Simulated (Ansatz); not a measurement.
Take Ge in the diamond structure (space group Fd-3m, No. 227; a = 5.676 Å) as the base.

The values are results of plane-wave PAW DFT at the PBEsol level (Ansatz, a quantum-chemistry and plane-wave program, 420 eV), spin-orbit coupling left out, not measurements.

For the base:

- Volume per atom: 22.86 Å³

It is then changed as follows: a hydrostatic pressure of 10 GPa.

**Question.** How does this affect the volume per atom?

**Answer.** The volume per atom drops by 2.45 Å³ (22.86 Å³ → 20.41 Å³).

**Question.** Estimate the effect on the valley order.

**Answer.** The valley order (the lowest conduction-band minima on the path, energy above the VBM, named in the base's zone) amounts to a point along ⟨100⟩, about 0.9 Å⁻¹ from Γ 0.32 eV; L along ⟨111⟩ 0.45 eV; Γ 0.96 eV.

The levels and masses belong to the bands next to the band gap. Load acts through the strain it causes; cell and atoms are relaxed under it. Stability against distortions was not tested. Tetrahedral semiconductors of this kind turn to denser phases somewhere between about 1 and 50 GPa; those were not computed, so compressed cells here can lie past the real transition.
